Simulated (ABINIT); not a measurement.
Short convergence ladders for Rh (Fm-3m, 1 atom in the cell)

```xyz
1
Lattice="0.0000 1.9095 1.9095 1.9095 0.0000 1.9095 1.9095 1.9095 0.0000" Properties=species:S:1:pos:R:3 pbc="T T T"
Rh     0.0000     0.0000     0.0000
```

Base method: PBE, norm-conserving pseudopotentials (PseudoDojo nc-sr-05 PBE standard) (plane waves; ABINIT 10.0.3).

Base settings: pseudos = [Rh.upf]; ecut = 88 Ry; ixc = 11; occopt = 3; tsmear = 0.00367493 Ha; ngkpt = 5 5 5; nshiftk = 1; shiftk = 0 0 0; potentials = PseudoDojo nc-sr-05 PBE standard; nband = 14.

The count of work is k-points × plane waves × bands × iterations; it is no time. Core times come from one kind of shared machine, to one figure; runs under 30 s give none.

**The cutoff for other potential files**

Level: DFT, PBE, plane waves, norm-conserving pseudopotentials (PseudoDojo nc-fr-04 PBE standard).

In this ladder: potentials = PseudoDojo nc-fr-04 PBE standard.

The second cell is the first with its lattice scaled by 0.98.

The mesh stays at the base's, so the ladder's end is converged at best in this setting alone.

Only quantities that move along the ladder and can be compared are tabulated.

| ecut | free energy less the last step's (meV/atom) | energy of the compressed cell less the first (meV/atom) | pressure (GPa) | count of work / last |
|---|---|---|---|---|
| 40 Ry | 6258.69 | 69.91 | -220.92 | 0.11 |
| 48 Ry | 2319.26 | 75.29 | -105.06 | 0.14 |
| 62 Ry | 293.23 | 84.18 | -16.99 | 0.21 |
| 74 Ry | 31.08 | 77.73 | 2.29 | 0.28 |
| 88 Ry | 1.14 | 78.50 | 5.97 | 0.36 |
| 106 Ry | 0.55 | 78.52 | 6.09 | 0.47 |
| 132 Ry | 0.29 | 78.52 | 6.10 | 0.65 |
| 176 Ry | 0.00 | 78.51 | 6.10 | 1.0 |

Coarsest ecut that holds the energy of the compressed cell less the first within 2 meV/atom of the last step, with all finer ones: 74 Ry, at 0.28 of the last step's count of work; the step before is off by 5.7 meV/atom.

Coarsest ecut that holds the pressure within 0.05 GPa of the last step, with all finer ones: 106 Ry; the step before is off by 0.13 GPa.

Coarsest ecut that holds the free energy within 2 meV/atom of the last step, with all finer ones: 88 Ry, at 0.36 of the last step's count of work; the step before is off by 31 meV/atom.

The energy difference between the two cells stays within 1 meV/atom of the last step's from 74 Ry on, the total only from 106 Ry on: much of the error is common to both cells and cancels.

At the lowest cutoff the pressure lies 227 GPa under the last step's, the usual sign of Pulay stress in an incomplete plane-wave basis.

**The cutoff for other potential files**

Level: DFT, PBE, plane waves, PAW (JTH v2.0 PBE PAW).

In this ladder: pseudos = [Rh.GGA_PBE-JTH.xml]; potentials = JTH v2.0 PBE PAW; pawxcdev = 0. Moved along: pawecutdg.

The second cell is the first with its lattice scaled by 0.98.

The mesh stays at the base's, so the ladder's end is converged at best in this setting alone.

Only quantities that move along the ladder and can be compared are tabulated.

| ecut | free energy less the last step's (meV/atom) | energy of the compressed cell less the first (meV/atom) | pressure (GPa) | count of work / last |
|---|---|---|---|---|
| 19 Ry | 834.08 | 59.88 | -56.47 | 0.064 |
| 24 Ry | 70.42 | 76.32 | 0.85 | 0.11 |
| 30 Ry | 26.40 | 74.73 | 5.24 | 0.13 |
| 36 Ry | 15.62 | 75.83 | 5.30 | 0.18 |
| 42 Ry | 13.02 | 75.39 | 5.28 | 0.25 |
| 50 Ry | 8.86 | 74.40 | 5.09 | 0.34 |
| 64 Ry | 5.60 | 74.29 | 5.16 | 0.60 |
| 84 Ry | 0.00 | 74.41 | 5.38 | 1.0 |

Coarsest ecut that holds the free energy within 5 meV/atom: not settled: the last two steps still differ by 5.6 meV/atom, over half the tolerance, so the ladder does not show it.

Coarsest ecut that holds the pressure within 1 GPa of the last step, with all finer ones: 30 Ry, at 0.13 of the last step's count of work; the step before is off by 4.5 GPa.

Coarsest ecut that holds the energy of the compressed cell less the first within 0.5 meV/atom of the last step, with all finer ones: 50 Ry, at 0.34 of the last step's count of work; the step before is off by 0.97 meV/atom.

At the lowest cutoff the pressure lies 61.8 GPa under the last step's, the usual sign of Pulay stress in an incomplete plane-wave basis.

**The relaxed cell against the cutoff**

In this ladder: ionmov = 22; ntime = 40; tolmxf = 5e-05 Ha/bohr; optcell = 2; dilatmx = 1.08; ecutsm = 0.5 Ha.

The mesh stays at the base's, so the ladder's end is converged at best in this setting alone.

Only quantities that move along the ladder and can be compared are tabulated.

| ecut | relaxed volume (Å³/atom) | relaxation steps | core time / last (rough) |
|---|---|---|---|
| 44 Ry | 13.801 | 8 | 0.4 |
| 52 Ry | 14.510 | 7 | 0.4 |
| 74 Ry | 14.224 | 5 | – |
| 88 Ry | 14.236 | 4 | 0.4 |
| 106 Ry | 14.236 | 4 | 0.6 |
| 132 Ry | 14.236 | 4 | 1.0 |
| 176 Ry | 14.236 | 4 | 1 |

Coarsest ecut that holds the relaxed volume within 0.014 Å³/atom of the last step, with all finer ones: 74 Ry; the step before is off by 0.27 Å³/atom.

At the lowest cutoff the cell relaxes to a volume 3.1 % smaller than at the highest.

On the base run: the starting cell has typed, rounded lattice constants, without a prior relaxation at this level. Its lattice was rescaled by up to half a per cent. Spin polarisation is off. Without a gap this mesh is coarse (it stands for a supercell whose shortest vector is 14 Å).

Left out of this page: 1 run of the series failed or unconverged.
